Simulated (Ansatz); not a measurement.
Base system: RbTlF3 (space group Fm-3m, No. 225; a cell from a computed database, its experimental status unchecked).

```
RbTlF3
1.0
    0.00000     4.72557     4.72557
    4.72557     0.00000     4.72557
    4.72557     4.72557     0.00000
Rb Tl F
2 2 6
Direct
  0.75000   0.75000   0.75000
  0.25000   0.25000   0.25000
  0.50000   0.50000   0.50000
  0.00000   0.00000   0.00000
  0.76983   0.23017   0.23017
  0.23017   0.76983   0.76983
  0.23017   0.76983   0.23017
  0.76983   0.23017   0.76983
  0.23017   0.23017   0.76983
  0.76983   0.76983   0.23017
```

Cartesian axes are those of the cell as printed.

The values are results of PBEsol, PAW, 420 eV (Ansatz, a first-principles code; no SOC), not measurements.

Strains are applied to the cell and any free atomic positions relax; under stress the whole cell relaxes.

One change was made to it. Results:

```tsv
quantity	base	after
band gap	1.77 eV	1.53 eV
shortest interatomic distance	217.5 pm	212.8 pm
```

### Question
Which of these changes matches the shifts?
A) uniaxial strain ε_zz = +4.98 %
B) uniaxial stress, 3 GPa compression along z
C) isotropic strain −1.29 %
D) uniaxial stress, 2 GPa compression along z

### Answer
B, uniaxial stress, 3 GPa compression along z. For comparison, the band gap in the other runs: isotropic strain −1.29 % gives 1.58 eV; uniaxial stress, 2 GPa compression along z gives 1.60 eV; uniaxial strain ε_zz = +4.98 % gives 1.94 eV.

Spin-orbit coupling, missing from the scalar runs, can matter with Tl. Beyond what the load breaks, stability against distortions was not tested.
